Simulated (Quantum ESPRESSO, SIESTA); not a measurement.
A Quantum ESPRESSO input for a self-consistent single point of In2Ag (P1, 6 atoms in the cell) (DFT, LDA (PZ), plane waves, GBRV 1.5 ultrasoft (LDA) pseudopotentials):

```fortran
&CONTROL
  calculation = 'scf',
  prefix = 'in2ag',
  outdir = './tmp',
  pseudo_dir = './',
  tprnfor = .true.,
  tstress = .true.,
/
&SYSTEM
  ibrav = 0,
  nat = 6,
  ntyp = 2,
  ecutwfc = 40,
  ecutrho = 320,
  occupations = 'smearing',
  smearing = 'fermi-dirac',
  degauss = 0.0073499,
/
&ELECTRONS
  conv_thr = 1.0e-11,
/
ATOMIC_SPECIES
In   114.8180  in_lda_v1.4.uspp.F.UPF
Ag   107.8682  ag_lda_v1.4.uspp.F.UPF
CELL_PARAMETERS {angstrom}
  -3.4715000000     3.4715000000     2.7874000000
   3.4715000000    -3.4715000000     2.7874000000
   3.4715000000     3.4715000000    -2.7874000000
ATOMIC_POSITIONS {angstrom}
In    1.1042112485    2.4502298295    0.0356759326
In    2.3918773860    1.0412417100    2.8012422284
In    4.5684315130    1.0010417400   -0.0032724076
In   -1.0859928165    2.4751482565    2.8027446370
Ag   -0.0103415985   -0.0227695685    4.1465780510
Ag   -0.0251926755   -0.0018919675    1.3666315586
K_POINTS {automatic}
5 5 5  0 0 0
```

Question: Translate this input to SIESTA.

Answer: This is the input that was run; spellings and numerical settings could be chosen otherwise.

```
# files in the folder: In.psml Ag.psml (PseudoDojo LDA standard)
SystemName  In2Ag
SystemLabel in2ag

NumberOfAtoms                6
NumberOfSpecies              2
%block ChemicalSpeciesLabel
  1 49 In
  2 47 Ag
%endblock ChemicalSpeciesLabel
LatticeConstant              1.0 Ang
%block LatticeVectors
    -3.471500000    3.471500000    2.787400000
     3.471500000   -3.471500000    2.787400000
     3.471500000    3.471500000   -2.787400000
%endblock LatticeVectors
AtomicCoordinatesFormat      Fractional
%block AtomicCoordinatesAndAtomicSpecies
     0.359306000    0.165439000    0.511946000  1
     0.652453000    0.846985000    0.494472000  1
     0.143593000    0.657404000    0.802171000  1
     0.859248000    0.346337000    0.200080000  1
     0.740528000    0.742318000   -0.004769000  2
     0.244872000    0.241516000   -0.003901000  2
%endblock AtomicCoordinatesAndAtomicSpecies

XC.functional                LDA
XC.authors                   PW92
PAO.BasisSize                DZP
PAO.EnergyShift              0.01 Ry
MeshCutoff                   350 Ry
%block kgrid.MonkhorstPack
    5   0   0  0.0
    0   5   0  0.0
    0   0   5  0.0
%endblock kgrid.MonkhorstPack
OccupationFunction           FD
ElectronicTemperature        0.1 eV

MaxSCFIterations             150
SCF.Mixer.Method             Broyden
SCF.Mixer.Weight             0.25
SCF.Mixer.History            6
SCF.DM.Tolerance             1.0E-05
Diag.ParallelOverK           true
WriteForces                  true
```

Basis settings and potentials, where a program has them, do not carry over. This input uses DFT, LDA PW92, numerical atomic orbitals DZP, PseudoDojo LDA standard norm-conserving potentials (rewritten from UPF to PSML). LDA parametrisations can differ slightly between programs.

The starting cell comes from a database of computed structures (which also holds hypothetical and non-ambient phases and stackings), without a prior relaxation at this level. For this run, on top of that: atoms moved at random.
